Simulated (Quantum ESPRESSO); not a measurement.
What a tighter setting buys: conv_thr, Cl (Cmce, 4 atoms in the cell)

```
Cl
1.0
    2.24851    -3.13186     0.00000
    2.24851     3.13186     0.00000
    0.00000     0.00000     8.29139
Cl
4
Direct
  0.87700   0.87700   0.89700
  0.62300   0.62300   0.39700
  0.37700   0.37700   0.60300
  0.12300   0.12300   0.10300
```

Level of theory: PBE, PseudoDojo standard norm-conserving (PBE) pseudopotentials (plane waves; Quantum ESPRESSO).

Base settings: ecutwfc = 60 Ry; occupations = smearing; smearing = gauss; degauss = 0.0036749 Ry; potentials = {Cl: Cl.upf}; K_POINTS = automatic 5 5 2 0 0 0; conv_thr = 1e-09 Ry; mixing_beta = 0.3.

Misses are taken against the tightest run, 7.3e-14 Ry, which need not be fully converged itself.

The count of work is k-points × plane waves × bands × iterations; it is no time, and leaves out set-up, grids and terms that scale otherwise. 

The starting cell has typed, rounded lattice constants, without a prior relaxation at this level. Its lattice was rescaled by a random factor within 2.5 % of one.

| conv_thr | pressure less reference (GPa) | largest difference in the force on any atom (eV/Å) | count of work / reference |
|---|---|---|---|
| 0.0073 Ry | 0.36 | 0.250 | 0.19 |
| 0.00073 Ry | -0.15 | 0.022 | 0.25 |
| 7.3e-05 Ry | -0.13 | 0.024 | 0.31 |
| 7.3e-06 Ry | 0.02 | 0.009 | 0.44 |
| 7.3e-07 Ry | 0.02 | 0.009 | 0.44 |
| 7.3e-08 Ry | 0.00 | 0.001 | 0.56 |
| 1e-09 Ry | 0.00 | 0.000 | 0.69 |
| 7.3e-10 Ry | 0.00 | 0.000 | 0.69 |
| 7.3e-12 Ry | 0.00 | 0.000 | 0.81 |
| 7.3e-14 Ry | 0.00 | 0.000 | 1.0 |

Coarsest setting among those run that, with all tighter ones, holds the pressure within 0.2 GPa of the reference: 0.00073 Ry, off by 0.15 GPa; it needs 0.25 of the reference's count of work.

Coarsest setting among those run that, with all tighter ones, holds the pressure within 0.05 GPa of the reference: 7.3e-06 Ry, off by 0.020 GPa; it needs 0.44 of the reference's count of work.

The step from 0.0073 Ry to 7.3e-07 Ry: it takes the miss in the pressure from 0.36 to 0.020 GPa, for 2.3 times the count of work.
